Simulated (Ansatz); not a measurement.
# Hypothetical Fm-3m MoTe2, pressure series

Base system: MoTe$_{2}$ (space group Fm-3m, No. 225; a hypothetical phase, not in the database extracts checked).

```cif
data_Mo4Te8
_chemical_formula_sum 'Mo4 Te8'
_space_group_name_H-M_alt 'Fm-3m'
_space_group_IT_number 225
_space_group_name_Hall '-F 4 2 3'
_cell_length_a 6.56076
_cell_length_b 6.56076
_cell_length_c 6.56076
_cell_angle_alpha 90.000
_cell_angle_beta 90.000
_cell_angle_gamma 90.000
loop_
_atom_site_label
_atom_site_type_symbol
_atom_site_symmetry_multiplicity
_atom_site_Wyckoff_symbol
_atom_site_fract_x
_atom_site_fract_y
_atom_site_fract_z
_atom_site_occupancy
Mo1 Mo 4 a 0.00000 0.00000 0.00000 1
Te1 Te 8 c 0.25000 0.25000 0.25000 1
```
(The calculation used a cell of 3 atoms; values per cell refer to that cell.)

Cell and atoms are relaxed at each pressure.

Computed with PBEsol/PAW in Ansatz (a first-principles code), without spin-orbit coupling.

Notes on the quantities. enthalpy: H = E + PV relative to the base's energy.

```tsv
change	enthalpy	volume per atom
base	–	23.53 Å³
pressure −2 GPa	-0.30 eV/atom	24.03 Å³
pressure −1 GPa	-0.15 eV/atom	23.77 Å³
pressure 0.3 GPa	+0.04 eV/atom	23.46 Å³
pressure 0.7 GPa	+0.10 eV/atom	23.37 Å³
pressure 1.5 GPa	+0.22 eV/atom	23.20 Å³
pressure 3 GPa	+0.43 eV/atom	22.88 Å³
pressure 5 GPa	+0.72 eV/atom	22.50 Å³
pressure 7.5 GPa	+1.06 eV/atom	22.06 Å³
pressure 10 GPa	+1.41 eV/atom	21.67 Å³
```

Load acts through the strain it causes; cell and atoms are relaxed under it. Stability against distortions was not tested. Competing high-pressure phases were not computed. All final runs are without spin polarisation. MoTe2 has a high density of states at the Fermi level and may be magnetic at this level.
